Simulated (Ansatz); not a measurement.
## RbBr: isotropic strain −0.50 %

Take RbBr in the rock salt structure (space group Fm-3m, No. 225; a = 6.843 Å) as the base.

Now apply this change: an isotropic linear strain of −0.50 %, atoms relaxed at fixed cell.

The values are results of Ansatz (an electronic-structure program), PBEsol, PAW, cutoff 420 eV, no SOC, not measurements. Settings: 8×8×8 k-points, 0.05 eV Fermi–Dirac smearing.

* **Space group**: Fm-3m (No. 225) (base Fm-3m (No. 225))
* **Shortest interatomic distance**: 3.405 Å (base 3.422 Å)
* **Energy relative to the base (free energy F)**: +0.4 meV/atom
* **Pressure**: 0.22 GPa (base 0.01 GPa)
* **Band gap**: 4.26 eV (base 4.22 eV)
* **Gap character**: direct at Γ (base direct at Γ)
* **Mean gap deformation potential ΔEg/Δln V**: -2.3 eV
* **Width of the top valence band**: 0.38 eV (base 0.37 eV)
* **Electron mass**: 0.36 mₑ (at Γ) (base 0.36 mₑ (at Γ))
* **Valley order (the lowest conduction-band minima on the path, energy above the VBM, named in the base's zone)**: Γ 4.26 eV; X along ⟨100⟩ 5.48 eV (base Γ 4.22 eV; X along ⟨100⟩ 5.50 eV)

Final structure:

```xyz
2
Lattice="0.0000 3.4045 3.4045 3.4045 0.0000 3.4045 3.4045 3.4045 0.0000" Properties=species:S:1:pos:R:3 pbc="T T T"
Rb     0.0000     0.0000     0.0000
Br     3.4045     3.4045     3.4045
```

Masses are band curvatures over ±0.01 Å⁻¹ around the edge. Stability against distortions was not tested.
